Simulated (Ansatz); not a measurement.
The starting structures come from a database of crystals and need not be the phases stable at ambient conditions.

Tunnelling through a barrier is set by its complex band structure: the current falls as exp(−2κd) with the smallest κ.

Data:

```xyz
4
Lattice="4.7848 0.0000 0.0000 0.0000 6.9143 0.0000 0.0000 3.4572 1.9960" Properties=species:S:1:pos:R:3 pbc="T T T"
Ca     1.1962     4.6095     0.0000
Ca     3.5886     2.3048     0.0000
O      3.5886     4.6095     0.0000
O      1.1962     2.3048     0.0000
```

Space group of this cell: P6_3/mmc. The cell is taken as given; by r2SCAN its mean pressure is -0.8 GPa.

Transport runs along the normal of the first two printed cell vectors, the (110) plane of the conventional cell.

The gap is the functional's own. No spin-orbit coupling. Mid-gap values are interpolated on the energy grid.

Estimate the band gap and the smallest decay constant κ at mid-gap that r2SCAN (Ansatz, an electronic-structure program) returns for this system.

Gap 3.60 eV on a 6×16×16 mesh; κ = 0.368 1/Å, at the zone centre.
